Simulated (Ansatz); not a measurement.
Start from GeP3 (space group R-3m, No. 166; a = 7.046 Å, c = 9.479 Å (hexagonal axes)).

All numbers come from PBEsol (Ansatz, a program for electronic structure, PAW, scalar-relativistic without spin-orbit coupling).

For the base:

```
Property               Value
-------------------  -------
Lattice parameter a  7.046 Å
```

Perturbation: a hydrostatic pressure of 1.5 GPa.

Task: What happens to the lattice parameter a?

Result: The lattice parameter a drops by 0.026 Å, from 7.046 Å to 7.020 Å.

Load acts through the strain it causes; cell and atoms are relaxed under it. No phonon test of stability was made. All final runs are without spin polarisation.
